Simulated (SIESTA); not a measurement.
**Cost against accuracy: kgrid.MonkhorstPack for HfSiO4 (I4_1/amd, 12 atoms in the cell)**

Cell: a = 5.5421 Å, b = 5.5421 Å, c = 5.5421 Å, α = 107.03°, β = 107.03°, γ = 114.47°.

Computed with GGA PBE, numerical atomic orbitals TZP, PseudoDojo PBE standard norm-conserving potentials (rewritten from UPF to PSML) (SIESTA).

Base settings: XC.functional = GGA; XC.authors = PBE; potentials = PseudoDojo PBE standard; PAO.BasisSize = TZP; PAO.EnergyShift = 0.01 Ry; MeshCutoff = 300 Ry; kgrid.MonkhorstPack = 5 5 5; OccupationFunction = MP; OccupationMPOrder = 0; ElectronicTemperature = 50 meV.

Misses are taken against the tightest run, 12 12 12, which need not be fully converged itself. The energy is the free energy per atom.

Core times come from one kind of shared machine and are given to one figure; runs under 30 s give none.

The starting cell comes from a database of computed structures (which also holds hypothetical and non-ambient phases and stackings), without a prior relaxation at this level. Its lattice was rescaled by a random factor within 2.5 % of one. Values carry the incompleteness of an atom-centred basis. In the base run, with a pressure of about 3 GPa the cell is away from its equilibrium volume at this level.

| kgrid.MonkhorstPack | energy less reference (meV/atom) | pressure less reference (GPa) | largest difference in the force on any atom (eV/Å) | core time / reference (rough) |
|---|---|---|---|---|
| 1 1 1 | 327.06 | 4.17 | 0.631 | 0.07 |
| 2 2 2 | 3.50 | 0.01 | 0.015 | 0.09 |
| 3 3 3 | -0.07 | -0.01 | 0.001 | 0.09 |
| 4 4 4 | -0.01 | 0.00 | 0.000 | 0.1 |
| 5 5 5 | 0.00 | 0.00 | 0.000 | 0.1 |
| 6 6 6 | 0.00 | 0.00 | 0.000 | 0.2 |
| 7 7 7 | 0.00 | 0.00 | 0.000 | 0.2 |
| 8 8 8 | 0.00 | 0.00 | 0.000 | 0.4 |
| 10 10 10 | 0.00 | 0.00 | 0.000 | 0.6 |
| 12 12 12 | 0.00 | 0.00 | 0.000 | 1 |

Coarsest setting among those run that, with all tighter ones, holds the energy within 20 meV/atom of the reference: 2 2 2, off by 3.5 meV/atom; it needs about 0.09 of the reference's time.

Coarsest setting among those run that, with all tighter ones, holds the energy within 1 meV/atom of the reference: 3 3 3, off by 0.07 meV/atom; it needs about 0.09 of the reference's time.

The step from 2 2 2 to 7 7 7: it takes the miss in the energy from 3.5 to 0.00 meV/atom, for roughly 3 times the time.
